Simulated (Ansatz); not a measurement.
**InSb in the zinc blende structure (space group F-43m, No. 216)**

InSb is taken in the cubic space group F-43m (No. 216), the zinc blende structure, Pearson symbol cF8. Conventional cell: a = b = c = 6.5559 Å, α = β = γ = 90.00°. Sb on 4c has 4 In at 2.839 Å (tetrahedral). In on 4a has 4 Sb at 2.839 Å (tetrahedral). (Neighbours: up to the widest gap in distance over summed covalent radii, below 1.35, at either atom; cation-cation and far metal-metal contacts left out.)
(The calculation used a cell of 2 atoms; values per cell refer to that cell.)

Method: r2SCAN in Ansatz (plane waves to 500 eV, PAW, no spin-orbit coupling). Settings: 12×12×12 k-points, 0.05 eV Fermi–Dirac smearing.

Volume per atom: 35.22 Å³
Density: 5.58 g/cm³
Band gap: zero
Lowest conduction-band minima above the VBM: Γ 0.02 eV; L along ⟨111⟩ 0.77 eV; a point along ⟨100⟩, about 0.8 Å⁻¹ from Γ 1.48 eV
Total energy: -6055.721 eV/atom (σ→0; compares only within this code and set-up)

Spin-orbit coupling, missing from the scalar runs, can matter with Sb. Whether these cells are dynamically stable was not tested. The final runs are not spin-polarised. Gaps under 0.05 eV, about the width of the smearing, are given as zero. A zero or small gap of InSb can be the functional's error rather than a property of the material.

Ansatz is a quantum-chemistry and plane-wave program.
